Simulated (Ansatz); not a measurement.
## LiNbO3: energy against strain

LiNbO3 (R3c, 10.897 Å³/atom and stress up to 0.01 GPa in the relaxed cell, c along z) under an equal strain ε in the (0001) plane with the normal axis free, as in a coherent film. PBE in Ansatz, a plane-wave DFT program (PAW, default set), 420 eV, 8×8×8 Γ-centred mesh, Fermi-Dirac smearing 0.05 eV; ions are relaxed, or left where forces stay under 0.02 eV/Å, within the symmetry of each cell.

Here s stands for strain and y for E less E0.

| strain (%) | E less E0 (meV/atom) |
|---|---|
| -1.50 | 3.33 |
| -0.75 | 0.81 |
| 0.00 | 0.00 |
| 0.75 | 0.77 |
| 1.50 | 3.05 |
| 3.00 | ? |

Problem. Using a parabola, estimate the missing y at s = 3.00 from the other rows, showing the fit.

Solution. Least squares gives y = -0.005 - 0.0800·s + 1.4197·s². Residuals (row less fit): 0.021, -0.044, 0.005, 0.036, -0.019; standard error 0.045 (degrees of freedom: 2). The quadratic coefficient over the volume, 1.4197 meV × 10⁴ × 0.1602 / 10.897 Å³, is the biaxial elastic modulus of this plane = 209 ± 3 GPa (± standard error of the fit, which holds the terms cut off). At the withheld row, y = -0.005 - 0.0800 × 3.00 + 1.4197 × 3.00² = 12.532 meV/atom. The calculation gives 11.61 meV/atom, 0.922 meV/atom below the prediction (7.9 % of the range of y in the table). The row lies outside the fitted rows, so this is an extrapolation. From the scatter of the fitted rows alone, a prediction at this place has a standard error of 0.184 meV/atom, so the miss is 5.0 times that.

A polynomial of degree 3 through the 8 other runs of the series gives 11.64 there, so most of the miss is curvature that the fit leaves out. The start is a measured cell from the literature; how it stands against other phases or cation orders wasn't checked. Rows are the converged runs of the series near zero and its far end; series whose fitted rows scatter by over a few per cent of the range, as at a crossing or softening among them, aren't shown in this form, nor equations of state whose B0' disagrees with the runs' pressures. Most that stay on the fit to the last digits aren't either.
